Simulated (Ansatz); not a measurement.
Seebeck coefficient (μV/K, mean over directions) of n-type LaZrNO2 (Pnma) against carrier density, PBEsol, rigid bands run with Ansatz (a program for electronic structure). Computed gap 1.60 eV; densities at which minority carriers matter at this gap, or further valleys turn the trend, are left out. Conductivity mass 0.59 mₑ (harmonic mean over directions), N_c = 1.2e19 cm⁻³ at 300 K.

| electron density | 300 K | 500 K |
|---|---|---|
| 1e16 cm⁻³ | (withheld) | -901 |
| 1e17 cm⁻³ | -627 | -702 |
| 1e18 cm⁻³ | -429 | -504 |
| 3e18 cm⁻³ | -336 | -410 |
| 1e19 cm⁻³ | -238 | -309 |
| 3e19 cm⁻³ | -156 | (withheld) |
| 1e20 cm⁻³ | -89 | -141 |
| 3e20 cm⁻³ | -55 | (withheld) |
| 1e21 cm⁻³ | -37 | -61 |

Question: Fill in the missing entries.

Answer: 
- 1e16 cm⁻³, 300 K: -825
- 3e19 cm⁻³, 500 K: -222
- 3e20 cm⁻³, 500 K: -93

Rigid bands with a gap fixed in temperature, one relaxation time for all states, no polarons or phonon drag, and whether or not such doping can be reached. Spin-orbit coupling is left out.

Computed structure with no diffraction record at hand here (it may be known, metastable or hypothetical): LaZrNO2 (Pnma).
